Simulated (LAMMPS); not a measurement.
Simulation of Al (fcc), 4000 atoms, at 560 K and 2 GPa, heated as the crystal.

Level of theory: classical MD, pair style eam/alloy, file AlCu.eam.alloy, run in LAMMPS.

| frequency (THz) | vibrational (phonon) density of states (1/THz) |
|---|---|
| 0.07250 | 0.0002 |
| 0.3625 | 0.0014 |
| 0.6535 | 0.0045 |
| 0.9435 | 0.0106 |
| 1.234 | 0.0194 |
| 1.524 | 0.0274 |
| 1.815 | 0.0403 |
| 2.104 | 0.0543 |
| 2.394 | 0.0704 |
| 2.686 | 0.0881 |
| 2.976 | 0.1121 |
| 3.266 | 0.1424 |
| 3.556 | 0.1662 |
| 3.846 | 0.1814 |
| 4.136 | 0.1891 |
| 4.426 | 0.1955 |
| 4.717 | 0.1978 |
| 5.008 | 0.1907 |
| 5.297 | 0.1702 |
| 5.588 | 0.1492 |
| 5.878 | 0.1358 |
| 6.168 | 0.1252 |
| 6.458 | 0.1206 |
| 6.749 | 0.1301 |
| 7.040 | 0.1521 |
| 7.329 | 0.1669 |
| 7.620 | 0.1565 |
| 7.910 | 0.1218 |
| 8.200 | 0.0828 |
| 8.491 | 0.0539 |
| 8.780 | 0.0359 |
| 9.072 | 0.0258 |
| 9.361 | 0.0197 |
| 9.652 | 0.0156 |
| 9.942 | 0.0127 |
| 10.23 | 0.0105 |
| 10.52 | 0.0089 |
| 10.81 | 0.0077 |
| 11.10 | 0.0068 |
| 11.39 | 0.0060 |
| 11.68 | 0.0052 |
| 11.97 | 0.0045 |
| 12.26 | 0.0041 |
| 12.55 | 0.0035 |
| 12.84 | 0.0030 |
| 13.14 | 0.0026 |
| 13.43 | 0.0023 |
| 13.72 | 0.0019 |
| 14.01 | 0.0016 |
| 14.30 | 0.0014 |

Read from the full data:
- state found: crystal; no diffusion seen in 30 ps
- mean frequency of the vibrational (phonon) density of states: 5.5 THz

Caution: a run this short can hold a crystal over, or a liquid under, the potential's own melting point, which these runs don't give.
